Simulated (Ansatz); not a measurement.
We consider cubic perovskite CsPbBr₃ (cubic high-temperature phase), described by r²SCAN+SOC in Ansatz (plane waves, PAW).

Settings: plane-wave cutoff 560 eV, 6×6×6 k mesh, Fermi–Dirac smearing 0.01 eV, PAW data made under PBE.

Cell (relaxed at this level):

CsPbBr3 has the cubic space group Pm-3m (No. 221), the cubic perovskite structure, Pearson symbol cP5. Conventional cell: a = b = c = 5.929 Å, α = β = γ = 90.00°. Cs on 1a is surrounded by 12 Br at 4.193 Å (cuboctahedral). Pb on 1b is surrounded by 6 Br at 2.965 Å (octahedral). Br on 3c sees 2 Pb at 2.965 Å and 4 Cs at 4.193 Å (octahedral). (Neighbours: up to the widest gap in distance over summed covalent radii, below 1.35, at either atom; cation-cation and far metal-metal contacts left out.)

**Question.** Estimate the bulk modulus B0, band gap, Γ–Γ gap and pressure derivative B′ of the bulk modulus that the calculation returns.

**Answer.** 
bulk modulus B0: 21.1 GPa
band gap: 0.74 eV (direct)
Γ–Γ gap: 5.49 eV
pressure derivative B′ of the bulk modulus: 4.7

Note: the relaxation could not lower the start's symmetry, so the cell can be a saddle point above a distorted one.

Computed values are for the static lattice.

Ansatz is a quantum-chemistry and plane-wave program.
